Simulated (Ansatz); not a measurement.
**ZnSe: pressure series**

Start from ZnSe in the zinc blende structure (space group F-43m, No. 216; a = 5.7330 Å).

Cell and atoms are relaxed at each pressure.

The values are results of PBE (Ansatz, an electronic-structure program; PAW; 420 eV plane waves; no spin-orbit coupling), not measurements.

Notes on the quantities. hole mass: degenerate bands, along [100].

```tsv
variant	electron mass	volume per atom	width of the top valence band	hole mass	band gap
base	0.090 mₑ (at Γ)	23.55 Å³	2.50 eV	0.094, 0.63, 0.63 mₑ (at Γ)	1.15 eV
pressure −2 GPa	0.082 mₑ (at Γ)	24.47 Å³	2.34 eV	0.085, 0.67, 0.67 mₑ (at Γ)	1.01 eV
pressure −1 GPa	0.086 mₑ (at Γ)	___	2.42 eV	0.090, 0.65, 0.65 mₑ (at Γ)	1.08 eV
pressure 0.3 GPa	0.091 mₑ (at Γ)	23.43 Å³	2.53 eV	0.095, 0.63, 0.63 mₑ (at Γ)	1.17 eV
pressure 0.7 GPa	0.092 mₑ (at Γ)	23.27 Å³	2.56 eV	0.097, 0.64, 0.64 mₑ (at Γ)	1.20 eV
pressure 1.5 GPa	0.094 mₑ (at Γ)	___	2.62 eV	0.099, 0.61, 0.61 mₑ (at Γ)	___
pressure 3 GPa	0.099 mₑ (at Γ)	22.46 Å³	2.72 eV	0.10, 0.59, 0.59 mₑ (at Γ)	1.34 eV
pressure 5 GPa	0.10 mₑ (at Γ)	21.86 Å³	2.86 eV	0.11, 0.57, 0.57 mₑ (at Γ)	1.45 eV
pressure 7.5 GPa	0.11 mₑ (at Γ)	21.21 Å³	3.01 eV	0.12, 0.55, 0.55 mₑ (at Γ)	1.58 eV
pressure 10 GPa	0.11 mₑ (at Γ)	20.66 Å³	3.15 eV	0.12, 0.54, 0.54 mₑ (at Γ)	1.69 eV
```

Task: Complete the table.

Result: 
- pressure −1 GPa, volume per atom: 23.99 Å³
- pressure 1.5 GPa, volume per atom: 22.97 Å³
- pressure 1.5 GPa, band gap: 1.25 eV

Load acts through the strain it causes; cell and atoms are relaxed under it. Effective masses come from finite differences of ±0.01 Å⁻¹. No phonon test of stability was made. Tetrahedral semiconductors of this kind turn to denser phases somewhere between about 1 and 50 GPa; those were not computed, so compressed cells here can lie past the real transition.
